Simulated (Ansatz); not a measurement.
MgO (Fm-3m), Ansatz (a first-principles code) with PBE, rigid bands: N_c = 5.25e18 cm⁻³ at 300 K and an electron conductivity mass of 0.357 mₑ.

Question: For 1e16 electrons per cm³ at 300 K, place the Fermi level, estimate the Seebeck coefficient of a parabolic band with constant τ, and give mobility and conductivity for τ = 20 fs.

Answer: The level lies k_BT ln(N_c/n) = 0.162 eV below the conduction-band minimum. S ≈ −(k_B/e)[ln(N_c/n) + 5/2] = -755 μV/K, against -754 μV/K from the full bands (mean over directions). μ = eτ/m = 98.5 cm²/(V·s) and σ = neμ = 0.158 S/cm. τ is assumed, not computed.

Band transport and this doping are assumed; polarons and phonon drag are left out. Spin-orbit coupling is left out. Geometry: cell and atoms relaxed with PBEsol.
